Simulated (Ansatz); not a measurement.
Terminations of the (0001) surface of wurtzite GaN (Ga plane on top), measured from the surface '2x2 with 3 H on 4 top atoms'. Atoms come from or go to: Al: fcc Al, Ga: alpha gallium, H: ½ H2(g), O: ½ O2(g). ΔE is the energy of forming the row's surface from that one (negative: more stable at these reservoirs); the vacuum level's shift is aligned on the shared bottom. No zero-point or thermal terms. These are constructed structures in small cells; real faces may alloy, dewet or reconstruct in larger ones, and not all known structures of the face are among them. Slabs of about 14 Å, Fermi-Dirac smearing of 0.025 eV. Bottom of the slabs: H caps. Relaxed from the named starts with such symmetry as they have, on meshes of like density; energies extrapolated to zero smearing; spin only where a row says so; no spin-orbit coupling, no U. Brackets mark spin-polarised runs, whose order is one that fits the cell. Where a second, spin-polarised start was run, the lower counts. A dash marks a value that is undefined for that row (no clear gap, or no work function of a gapped slab) or was not read reliably on its mesh.

All values below come from PBE (plane waves to 420 eV, PAW; Ansatz, a quantum-chemistry and plane-wave program).

| surface | atoms added per 1x1 | ΔE per 1x1 (eV) | slab gap (eV) | shift of the vacuum level (eV) | work function (eV) |
|---|---|---|---|---|---|
| 2x2 cell from a buckled start [spin, 0.9 μB a cell] | -0.75 H | 0.76 | – | -0.60 | – |
| relaxed from the ideal Ga-terminated 1x1 (like top atoms buckled by 0.7 Å) [spin, 0.9 μB a cell] | -0.75 H | 0.81 | – | -0.71 | 4.06 |
| OH on every top atom [spin, 0.8 μB a cell] | +0.25 H, +1 O | [?] | – | 0.48 | 7.23 |
| 2x2 Ga adatom at H3 | +0.25 Ga, -0.75 H | 0.61 | 0.27 | -1.18 | – |
| 2x2 Al adatom at T4 | +0.25 Al, -0.75 H | [?] | [?] | -1.10 | – |

Problem. Fill in the missing entries.

Solution. 
- OH on every top atom [spin, 0.8 μB a cell], ΔE per 1x1 (eV): -2.55
- 2x2 Al adatom at T4, ΔE per 1x1 (eV): 0.64
- 2x2 Al adatom at T4, slab gap (eV): 0.46
